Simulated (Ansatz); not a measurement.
## A constructed model of the (0001) surface of hcp Os, a layer of Ru in place of the second plane (bottom of the slab: a bare face, its two planes held)

All values below come from PBE (plane waves to 420 eV, PAW; Ansatz, a first-principles code).

Set-up: 6 atoms, 10.9 Å thick at the start; mesh 16x16x1; 0.1 eV smearing; dipole correction on; 2 atoms held, the rest relaxed; held to the start's symmetry, so lower structures may exist; no spin, no spin-orbit, no U. It is one candidate, not shown to be the stable structure of the face.

```
Property                                                        Result
-----------------------------  ---------------------------------------
work function of the top face                                  5.34 eV
energy released by relaxation                                 0.080 eV
cost                           about 2.5 core-minutes (a rough figure)
```
